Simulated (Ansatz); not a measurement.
The parent structure is C in the diamond structure (space group Fd-3m, No. 227; a = 3.5538 Å).

It is then changed as follows: full substitution C → Sn; the structure is relaxed again.

Levels (all Ansatz, a quantum-chemistry and plane-wave program, PAW): PBEsol (420 eV, no spin-orbit coupling); r2SCAN (500 eV, no SOC).

The geometry is relaxed with PBEsol.

```
Property          Result
---------------  -------
PBEsol pressure  0.0 GPa
```

With r2SCAN at the same geometry, the pressure goes from zero to 0.5 GPa.

Single points use the geometry relaxed with PBEsol. Their cutoffs differ, which shifts pressures a little. Stability against distortions was not tested.
